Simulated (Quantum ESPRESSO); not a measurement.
Input and output of a self-consistent single point for ZrO (F-43m, 2 atoms in the cell) (Quantum ESPRESSO).

Computed with LDA (PZ), GBRV 1.5 ultrasoft (LDA) pseudopotentials (plane waves; Quantum ESPRESSO).

```xyz
2
Lattice="0.0000 2.5133 2.5133 2.5133 0.0000 2.5133 2.5133 2.5133 0.0000" Properties=species:S:1:pos:R:3 pbc="T T T"
Zr     0.0000     0.0000     0.0000
O      3.7700     3.7700     3.7700
```

Reference input (self-consistent single point, DFT, LDA (PZ), plane waves, GBRV 1.5 ultrasoft (LDA) pseudopotentials): ecutwfc = 40 Ry; ecutrho = 320 Ry; occupations = smearing; smearing = marzari-vanderbilt; degauss = 0.0073499 Ry; potentials = {Zr: zr_lda_v1.uspp.F.UPF, O: o_lda_v1.2.uspp.F.UPF}; K_POINTS = automatic 15 15 15 0 0 0; conv_thr = 1e-10 Ry; mixing_beta = 0.5. This run's input differs from it in these lines:

```diff
@@ -16,3 +16,3 @@
   smearing = 'marzari-vanderbilt'
-  degauss = 0.0073499
+  degauss = 0.036749
 /
```

Log, with long lists cut:

```
     Self-consistent Calculation

     iteration #  1     ecut=    40.00 Ry     beta= 0.50

     negative rho (up, down):  6.178E-02 0.000E+00

     total energy              =    -131.56472630 Ry
     estimated scf accuracy    <       0.51323825 Ry

     iteration #  2     ecut=    40.00 Ry     beta= 0.50

     negative rho (up, down):  6.193E-02 0.000E+00

     total energy              =    -131.68626001 Ry
     estimated scf accuracy    <       0.48401873 Ry

     iteration #  3     ecut=    40.00 Ry     beta= 0.50

     negative rho (up, down):  6.280E-02 0.000E+00

     total energy              =    -131.77210445 Ry
     estimated scf accuracy    <       0.00553029 Ry

   [... 6 blocks of this kind left out ...]

     iteration # 10     ecut=    40.00 Ry     beta= 0.50

     negative rho (up, down):  6.266E-02 0.000E+00

     total energy              =    -131.77336256 Ry
     estimated scf accuracy    <          2.2E-09 Ry

     iteration # 11     ecut=    40.00 Ry     beta= 0.50

     negative rho (up, down):  6.266E-02 0.000E+00
     End of self-consistent calculation

     Number of k-points >= 100: set verbosity='high' to print the bands.

     the Fermi energy is    12.8700 ev

!    total energy              =    -131.77336256 Ry
     estimated scf accuracy    <          3.2E-11 Ry
     smearing contrib. (-TS)   =      -0.00327010 Ry
     internal energy E=F+TS    =    -131.77009246 Ry

     convergence has been achieved in  11 iterations

     negative rho (up, down):  6.266E-02 0.000E+00

     Forces acting on atoms (cartesian axes, Ry/au):

     atom    1 type  1   force =    -0.00000000   -0.00000000   -0.00000000
     atom    2 type  2   force =     0.00000000    0.00000000    0.00000000

     Total force =     0.000000     Total SCF correction =     0.000000

     negative rho (up, down):  6.266E-02 0.000E+00
          total   stress  (Ry/bohr**3)                   (kbar)     P=     -111.74
  -0.00075956   0.00000000   0.00000000         -111.74        0.00        0.00
  -0.00000000  -0.00075956   0.00000000           -0.00     -111.74        0.00
   0.00000000   0.00000000  -0.00075956            0.00        0.00     -111.74

   JOB DONE.
```

The run converged in 11 iterations. Against the reference run the free energy drops by 11.4 meV/atom and the pressure moves little (-11.13 to -11.17 GPa).

The starting cell comes from a database of computed structures (which also holds hypothetical and non-ambient phases and stackings), without a prior relaxation at this level. With a pressure of about -11 GPa the cell is away from its equilibrium volume at this level.

Cost on one core of a shared machine: roughly 50 s.
